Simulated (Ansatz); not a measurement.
Base system: Ga$_{2}$O$_{3}$ in the corundum structure (space group R-3c, No. 167; a = 4.9499 Å, c = 13.3058 Å (hexagonal axes)).

Structures relaxed with LDA (Ansatz, a quantum-chemistry and plane-wave program), no spin-orbit coupling.

Base:

Simulated powder pattern, Cu Kα1, λ = 1.54056 Å (kinematic, ideal powder, no thermal factors, no anomalous dispersion; the 10 strongest lines at most, above 2 %, up to 2θ = 90°):

```json
[
 {"2θ (°)": "24.69", "I/Imax (%)": "26", "hkl": "(012)"},
 {"2θ (°)": "34.09", "I/Imax (%)": "100", "hkl": "(104)"},
 {"2θ (°)": "36.27", "I/Imax (%)": "83", "hkl": "(110)"},
 {"2θ (°)": "41.76", "I/Imax (%)": "11", "hkl": "(113)"},
 {"2θ (°)": "50.62", "I/Imax (%)": "40", "hkl": "(024)"},
 {"2θ (°)": "55.60", "I/Imax (%)": "43", "hkl": "(116)"},
 {"2θ (°)": "63.85", "I/Imax (%)": "36", "hkl": "(214)"},
 {"2θ (°)": "65.24", "I/Imax (%)": "31", "hkl": "(300)"},
 {"2θ (°)": "74.62", "I/Imax (%)": "12", "hkl": "(1 0 10)"},
 {"2θ (°)": "86.95", "I/Imax (%)": "12", "hkl": "(134)"}
]
```

After one change:

Simulated powder pattern, Cu Kα1, λ = 1.54056 Å (kinematic, ideal powder, no thermal factors, no anomalous dispersion; the 10 strongest lines at most, above 2 %, up to 2θ = 90°):

| 2θ (°) | I/Imax (%) |
|---|---|
| 23.96 | 26 |
| 33.07 | 100 |
| 35.18 | 83 |
| 40.49 | 12 |
| 49.05 | 41 |
| 53.85 | 45 |
| 61.78 | 37 |
| 63.12 | 32 |
| 72.10 | 13 |
| 83.82 | 12 |

Task: Name the change that was made.
A. isotropic strain +3.00 %
B. isotropic strain +0.75 %
C. isotropic strain +2.25 %
D. isotropic strain +1.50 %

Result: A, isotropic strain +3.00 %. Its volume per atom is 10.28 Å³ against 9.41 Å³, and its space group is R-3c (No. 167).

Whether these cells are dynamically stable was not tested.
